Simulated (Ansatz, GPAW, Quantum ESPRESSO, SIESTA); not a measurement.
CuAu (P4/mmm, 2 atoms in the cell) computed with different codes at matched settings

Self-consistent single point.

```yaml
crystal:
  lattice:
    - [2.78029, 0.00000, 0.00000]
    - [0.00000, 2.78029, 0.00000]
    - [0.00000, 0.00000, 3.49314]
  atoms:
    - { symbol: Cu, position: [0.50000, 0.50000, 0.50000] }
    - { symbol: Au, position: [0.00000, 0.00000, 0.00000] }
```

Shared settings, as Ansatz (an electronic-structure program) writes them: kpoints.mp_grid.grid = 16 16 12; scf.occupations.method = gaussian; scf.occupations.width = 0.136 eV. Potentials and cutoffs stand in the table.

| code | model | pressure (GPa) | cutoff |
|---|---|---|---|
| Ansatz | PBEsol, default PAW files made with PBE | 9.96 | 420 eV |
| GPAW | PBEsol, GPAW PAW datasets PBEsol (made by gpaw-setup) | 12.87 | 800 eV |
| Quantum ESPRESSO | PBEsol, GBRV 1.5 ultrasoft (PBESOL) pseudopotentials | 9.43 | 50 Ry |
| SIESTA | GGA PBEsol, numerical atomic orbitals DZP, PseudoDojo PBEsol standard norm-conserving potentials (rewritten from UPF to PSML) | 8.40 | grid 350 Ry |

On Ansatz's run: spin-orbit coupling is off. Spin polarisation is off.

The spread over the programs that give each value: pressure within 4.47 GPa.

SIESTA uses small atom-centred bases, whose incompleteness enters pressures, forces and empty levels differently from a plane-wave cutoff. Ansatz's pressure is given at a fixed set of plane waves, as the other plane-wave codes print theirs; with its correction for the finite basis it is 10.05 GPa. In the pressure, GPAW (by 2.91) and SIESTA (by 1.56) lie more than 1 GPa from the median of the plane-wave programs.

The starting cell comes from a database of computed structures (which also holds hypothetical and non-ambient phases and stackings), without a prior relaxation at this level. Its lattice was rescaled by a random factor within 2.5 % of one.

Left out of this page: Elk (not drawn, or without a comparable value).

Keys are those of Ansatz 0.2.
